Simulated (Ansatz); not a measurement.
Functionals compared on the (21-32) surface of hcp Zn in its 1x1 cell, outermost plane spacing 0.55 Å in the ideal cut, in Ansatz (plane waves, PAW). The structure was relaxed with PBE; the other rows are single points on it, each with its references at the same level. Cutoff 420 eV (500 eV for r2SCAN).

Set-up: 26 atoms, 10.4 Å thick at the start (thin: gaps and levels are the slab's own); mesh 7x6x1; 0.1 eV smearing; dipole correction on; all atoms relaxed; symmetry of the start imposed; no spin, no spin-orbit, no U. These notes are the PBE run's.

```tsv
functional	surface energy (J/m²)	work function of the top face (eV)	rough cost of the single point
PBE	0.88	4.11	–
LDA	1.24	4.42	roughly 4 core-minutes
PBEsol	?	?	around 4 core-minutes (rough)
RPBE	0.72	3.96	about 4 core-minutes (a rough figure)
r2SCAN	1.11	4.18	about 7 core-minutes (a rough figure)
```

What belongs in the gaps?


- PBEsol, surface energy (J/m²): 1.15
- PBEsol, work function of the top face (eV): 4.20

Ansatz is a quantum-chemistry and plane-wave program.
